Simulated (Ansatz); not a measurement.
# Response to strain in PbTe

Take PbTe in the rock salt structure (space group Fm-3m, No. 225; a = 6.442 Å) as the base. Axes: x, y, z lie along the cube axes.

Strains are applied to the cell and any free atomic positions relax; under biaxial strain the out-of-plane vector relaxes too.

Computed with PBEsol (Ansatz, a program for electronic structure), scalar-relativistic without spin-orbit coupling.

```csv
"biaxial strain, plane normal [111], relaxed out of plane (%)",out-of-plane strain (%)
-2.5,2.73
-2.08,?
-1.67,1.82
-1.25,1.36
-0.83,0.91
-0.42,0.47
0,0.00
```

Task: Fit ε⊥ = −νε + γε² (strains in %) to the rows shown and predict the withheld row.

Result: Least squares on the printed values gives ν = 1.09 (the biaxial Poisson response) and γ = -0.001 (largest residual 0.01 %); this predicts 2.27 %, and the run gives 2.27 %, in agreement.

Whether these cells are dynamically stable was not tested.
